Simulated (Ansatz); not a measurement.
We consider L1₀ (CuAu-type) CuAu, described by r²SCAN+SOC (plane waves, PAW; Ansatz, a program for electronic structure).

Input file:

Ansatz 0.2 input:
```yaml
crystal:
  lattice:
    - [2.8454637465, 0.0, 0.0]
    - [0.0, 2.8454637465, 0.0]
    - [0.0, 0.0, 3.6378923299]
  atoms:
    - { symbol: Cu, position: [0.0, 0.0, 0.0] }
    - { symbol: Au, position: [0.5, 0.5, 0.5] }
basis:
  ecutwfc: 560
  ecutrho_ratio: 4
  xc_grid: 3
kpoints:
  mp_grid: { grid: [20, 20, 16] }
hamiltonian:
  xc: r2scan
  dispersion: none
  pseudopotentials: { kind: paw }
scf:
  occupations: { method: fermi_dirac, width: 0.05 }
output:
  forces: true
  stress: true
  eigenvalues: true
magnetization:
  noncollinear: true
  spin_orbit: true
relax:
  f_tol: 0.004
  escape_saddle: false
  max_steps: 80
  cell: { stress_tol: 0.02, fix: [volume] }
```

From the output:

```
Relaxation: its limit of steps is 80 (relax.max_steps)
Crystal: 2 atoms, lattice volume = 29.455 Å³
Basis set: ecut = 560 eV, 887 PW (Γ), exchange–correlation on 72×72×90 points (27 copies of the dense FFT grid, shifted against one another)
Bands: 46, of which v1, the nominal top of the filled ones, is band 38 counted from 1 (37 counted from 0)
Symmetry: 16 space group operations + 16 with time reversal
k-points: 594 of 6400
Initial density: superposition of atomic densities (chi_scale 0.1, normalization cell, long waves kept (reshape's long-wave potential 0.00 eV rms))
Functional: x = r2scan, c = r2scan; τ floored in thin density (d = 2e-4 eV/Å³)
spin=Noncollinear: Kerker preconditioning applied to the charge; magnetization (m_x, m_y, m_z) channels mix plain (no charge-response kernel on spin).
SCF 1 converged in 11 iterations: F = -19768.222440 eV  dr2 = 1.30e-8
Crystal: 2 atoms, lattice volume = 29.455 Å³
Initial density: handed on by an earlier stage of this run
spin=Noncollinear: Kerker preconditioning applied to the charge; magnetization (m_x, m_y, m_z) channels mix plain (no charge-response kernel on spin).
SCF 2 converged in 6 iterations: F = -19768.222452 eV  dr2 = 3.16e-9
Crystal: 2 atoms, lattice volume = 29.455 Å³
spin=Noncollinear: Kerker preconditioning applied to the charge; magnetization (m_x, m_y, m_z) channels mix plain (no charge-response kernel on spin).
SCF 3 converged in 8 iterations: F = -19768.222475 eV  dr2 = 1.03e-9
Crystal: 2 atoms, lattice volume = 29.455 Å³
spin=Noncollinear: Kerker preconditioning applied to the charge; magnetization (m_x, m_y, m_z) channels mix plain (no charge-response kernel on spin).
SCF 4 converged in 7 iterations: F = -19768.222473 eV  dr2 = 2.58e-12
SCF converged after 7 iterations
Free energy (F): -19768.222473 eV
Internal energy: -19768.217684 eV  (E = F + TS)
E sigma→0 (E₀):  -19768.220078 eV
Fermi energy:    18.580674 eV
--- Forces (eV/Å), atoms counted from 1 ---
  atom   1  Cu    -0.00000000     0.00000000     0.00000000
  atom   2  Au    -0.00000000     0.00000000     0.00000000
--- Stress (GPa, compression-positive) ---
       -3.014010       0.000000       0.000000
        0.000000      -3.014010       0.000000
        0.000000       0.000000      -3.017437
  P = ⅓ Tr σ = -3.0152 GPa (-30.152 kbar)
```

The cell is one volume of an energy–volume scan, off the minimum.

The PAW data were made under PBE.
